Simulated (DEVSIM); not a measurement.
System: illuminated Si p-on-n cell, one wavelength, with a back-surface field, at 300 K.

Layer 1 from the left is Si, thickness (μm) 0.280, Na (cm⁻³) 1.7e18, τn (s) 2.5e-8, τp (s) 6.6e-8, absorption coefficient (cm⁻¹) 580. Layer 2 from the left is Si, thickness (μm) 73.0, Nd (cm⁻³) 1.2e15, τn (s) 3e-7, τp (s) 3e-7, absorption coefficient (cm⁻¹) 580. Layer 3 from the left is Si, thickness (μm) 0.150, Nd (cm⁻³) 9e18, τn (s) 3e-7, τp (s) 3e-7, absorption coefficient (cm⁻¹) 580.

Left contact: ohmic, minority electron recombination velocity 100 cm/s. Right contact: ohmic, minority hole recombination velocity 10 cm/s. Voltage is applied to the left contact. Recombination: SRH at mid-gap, radiative, Auger. Light enters at the left, 2e18 photons cm⁻² s⁻¹, one pass, no reflection. Mobility is constant in doping.

The device is made up for the run: typed textbook-type constants, with dimensions and the other settings drawn at random. Values at 300 K.

Si: gap (eV) 1.124, affinity (eV) 4.05, permittivity 11.7, Nc (cm⁻³) 2.86e19, Nv (cm⁻³) 3.1e19, μn (cm²/Vs) 1417, μp (cm²/Vs) 470, B (cm³/s) 4.7e-15, Cn (cm⁶/s) 2.8e-31, Cp (cm⁶/s) 9.9e-32.

DEVSIM, 1D drift-diffusion, Boltzmann statistics, complete ionisation; no tunnelling, impact ionisation, image-force lowering or self-heating.

Dark forward current:

```
|V| (V)  |J| (A/cm²)
-------  -----------
0.05        4.559e-8
0.10        1.662e-7
0.15        5.181e-7
0.20        1.633e-6
0.25        5.633e-6
0.30        2.274e-5
0.35       0.0001105
0.40       0.0006270
0.45        0.003903
0.50         0.02488
0.55          0.1417
0.60          0.5725
0.65           1.636
0.70           4.092
0.75           10.42
0.80           27.19
0.85           71.37
0.90           187.7
0.95           492.5
1.00            1266
1.05            2994
```

**Question.** Work out the local ideality factor n = ΔV / (kT/q · ln(J2/J1)) between the rows 0.15 and 0.20 V, 0.45 and 0.50 V, 1.00 and 1.05 V.

**Answer.** kT/q = 25.85 mV. From 0.15 to 0.20 V: ln(1.633e-6/5.181e-7) = 1.148, n = 1.68. From 0.45 to 0.50 V: ln(0.02488/0.003903) = 1.852, n = 1.04, near the 1 of diffusion or emission over a barrier. From 1.00 to 1.05 V: ln(2994/1266) = 0.861, n = 2.25.

**Question.** What current could the absorbed light give at most, and what share is collected?

**Answer.** Σ αd = 4.26, so qΦ(1 − exp(−Σ αd)) = 316 mA/cm². The simulated short-circuit current is 182.0 mA/cm², a share of 0.58.

**Question.** Estimate the open-circuit voltage by superposition: the voltage at which the dark current equals that short-circuit current.

**Answer.** Interpolating ln J in the table gives 0.559 V. The simulation gives 0.554 V; the estimate lies 5 mV above. Superposition holds where collection doesn't change with voltage.

**Question.** Estimate the fill factor from FF0 = (v − ln(v + 0.72))/(v + 1), v = qVoc/(nkT), with n from the dark curve.

**Answer.** The rows about Voc, 0.55 and 0.60 V, give n = 1.39, so v = 15.5 and FF0 = 0.770. The simulation gives 0.788; the estimate lies 2.3 % below.
